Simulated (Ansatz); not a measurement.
Start from SnO2 in the rutile structure (space group P4_2/mnm, No. 136).

SnO2 is modelled in the tetragonal space group P4₂/mnm (No. 136), the rutile structure, Pearson symbol tP6. Conventional cell: a = b = 4.828 Å, c = 3.238 Å, α = β = γ = 90.00°. Sn on 2a is surrounded by 6 O at 2.089–2.093 Å (octahedral). O on 4f is coordinated by 3 Sn at 2.089–2.093 Å (trigonal planar). (Neighbours: up to the widest gap in distance over summed covalent radii, below 1.35, at either atom; cation-cation and far metal-metal contacts left out.)

The values are results of PBE, PAW, 420 eV (Ansatz, a quantum-chemistry and plane-wave program; no SOC), not measurements.

Strains are applied to the cell and any free atomic positions relax.

One change was made to it. Results:

```tsv
quantity	base	after
pressure (mean of the normal stresses, compression positive)	0.0 GPa	-10.4 GPa
energy relative to the base (free energy F)	0 meV/atom	+32 meV/atom
band gap	0.68 eV	zero
```

What was done to the base?
A) isotropic strain +1.20 %
B) isotropic strain +0.60 %
C) isotropic strain +3.00 %
D) isotropic strain +2.40 %
E) isotropic strain +1.80 %

D, isotropic strain +2.40 %. For comparison, the energy relative to the base in the other runs: isotropic strain +1.80 % gives +19 meV/atom; isotropic strain +1.20 % gives +8.6 meV/atom; isotropic strain +0.60 % gives +2.2 meV/atom; isotropic strain +3.00 % gives +49 meV/atom.

Stability against distortions was not tested. All final runs are without spin polarisation. Gaps under 0.05 eV, about the width of the smearing, are given as zero. A zero or small gap of SnO2 under isotropic strain +2.40 %, SnO2 under isotropic strain +1.80 % and SnO2 under isotropic strain +3.00 % can be the functional's error rather than a property of the material.
